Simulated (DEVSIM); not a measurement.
Device: Cr/SiO2/n-Ge capacitor, at 250 K.

| layer (left to right) | material | thickness (nm) | Nd (cm⁻³) |
|---|---|---|---|
| 1 | SiO2 | 1.10 | - |
| 2 | Ge | 14000 | 1.8e15 |

Metal gate on the left, work function 4.5 eV. Fixed charge at the semiconductor interface 0 cm⁻² (in units of +e); interface traps 2e12 cm⁻² eV⁻¹, uniform in energy, neutral level at 0.5 of the gap above the valence band.

This is a model device: material constants are rounded textbook-type values typed into the input, and sizes, dopings and lifetimes were drawn at random. Values at 300 K; Nc and Nv go as T^1.5, mobilities as T to minus their exponent, the gap by Varshni's rule with the affinity fixed.

| parameter | SiO2 | Ge |
|---|---|---|
| gap (eV) | 9 | 0.664 |
| affinity (eV) | 0.9 | 4 |
| permittivity | 3.9 | 16 |
| Nc (cm⁻³) | - | 1.04e19 |
| Nv (cm⁻³) | - | 6e18 |
| Varshni α (eV/K) | - | 0.000477 |
| Varshni β (K) | - | 235 |

Model (solved in DEVSIM): 1D Poisson equation in equilibrium, Boltzmann statistics, complete ionisation; no quantum confinement or tunnelling. Metal contacts follow the ideal Schottky-Mott rule: no Fermi-level pinning, no interface dipoles.

Q: Give the band bending (positive: bands bend down) and minority sheet density.

A: 
```json
[
 {"Vg (V)": "-0.25", "ψs (V)": "-0.488", "minority carriers (cm⁻²)": "8.5e11"},
 {"Vg (V)": "-0.1", "ψs (V)": "-0.389", "minority carriers (cm⁻²)": "3.7e10"},
 {"Vg (V)": "0.05", "ψs (V)": "-0.255", "minority carriers (cm⁻²)": "1.1e8"},
 {"Vg (V)": "0.2", "ψs (V)": "-0.121", "minority carriers (cm⁻²)": "< 1e8"},
 {"Vg (V)": "0.35", "ψs (V)": "0.013", "minority carriers (cm⁻²)": "< 1e8"},
 {"Vg (V)": "0.5", "ψs (V)": "0.127", "minority carriers (cm⁻²)": "< 1e8"}
]
```
